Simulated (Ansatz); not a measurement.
**Electron-phonon data for MoRu₃ (P6_3/mmc)**

Here is the system:

```
MoRu3
1.0
    5.43164     0.00000     0.00000
   -2.71582     4.70394     0.00000
    0.00000     0.00000     4.31211
Mo Ru
2 6
Direct
  0.66667   0.33333   0.25000
  0.33333   0.66667   0.75000
  0.83358   0.16642   0.75000
  0.16642   0.83358   0.25000
  0.66716   0.83358   0.25000
  0.33284   0.16642   0.75000
  0.83358   0.66716   0.75000
  0.16642   0.33284   0.25000
```

The numbers are results of PBEsol, DFPT electron-phonon coupling, linearised Boltzmann equation (plane waves, PAW, scalar-relativistic; Ansatz, a first-principles code), not measurements. Geometry: relaxed with this functional, without spin-orbit coupling.

```json
{
 "resistivity at 300 K": "25 (x), 25 (y), 12.3 (z) μΩ·cm",
 "electron mean free path at 300 K (weighted by the current that each state carries)": "4.4 (x), 4.4 (y), 4.5 (z) nm",
 "electron-phonon coupling λ": "0.65",
 "transport coupling λ_tr": "0.63 (x), 0.63 (y), 0.68 (z)",
 "logarithmic_mean_phonon_energy": "21 meV",
 "density of states at the Fermi level": "4.0 states/(eV·spin·cell)",
 "drude_plasma_energy": "5.3 (x), 5.3 (y), 7.7 (z) eV",
 "Tc for μ* = 0.10 (anisotropic Eliashberg)": "7.4 K",
 "Tc for μ* = 0.13 (anisotropic Eliashberg)": "5.4 K"
}
```

A metal at this level (no band gap). Only scattering by harmonic phonons is included (no impurities, grain boundaries, electron-electron scattering or thermal expansion). Spin-orbit coupling is left out. Spin fluctuations, which work against superconductivity with these elements, are left out. For metals of groups 4 to 10, Tc at these values of μ* can lie well above the measured one. The self-energy correction of the phonons between q points moved λ by about 4 %. Halving the electron mesh (20x20x20) moves the resistivity by up to 4 % at 300 K, the mean free path by up to 7 %, the coupling by up to 1 %, Tc by up to 1 %. Smearing 0.20 eV; phonons on a 3x3x3 q mesh, which this run doesn't test and which matters most at low temperature. Tc comes from the anisotropic Migdal-Eliashberg equations with μ*, a chosen number, referred to 22 meV.

Computed structure with no diffraction record at hand here (it may be known, metastable or hypothetical): MoRu3 (P6_3/mmc).
